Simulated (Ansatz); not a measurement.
## A computed series for BeS: response to strain

The reference is BeS in the zinc blende structure (space group F-43m, No. 216).

```
CELL_PARAMETERS angstrom
      0.00000     2.39818     2.39818
      2.39818     0.00000     2.39818
      2.39818     2.39818     0.00000
ATOMIC_POSITIONS crystal
  Be 0.00000 0.00000 0.00000
  S  0.25000 0.25000 0.25000
```

Strains are applied to the cell and any free atomic positions relax.

Level of theory: LDA/PAW in Ansatz (a first-principles code), no spin-orbit coupling.

Notes on the quantities. energy relative to the base: free energy F.

| isotropic strain (%) | energy relative to the base (meV/atom) |
|---|---|
| -3 | 38.7 |
| -2.5 | ? |
| -1 | 4.1 |
| 0 | 0.0 |
| 0.5 | 1.0 |
| 1 | 3.9 |
| 1.5 | 8.6 |
| 2 | 15.0 |
| 3 | 32.8 |

Problem. Fit ΔE = Aε² + Bε³ (ε in %) to the rows shown and predict the withheld row.

Solution. Least squares on the printed values gives A = 3.97 and B = -0.11 meV/atom (largest residual 0.0 meV/atom); this predicts 26.5 meV/atom, and the run gives 26.5 meV/atom, in agreement.

No phonon test of stability was made.
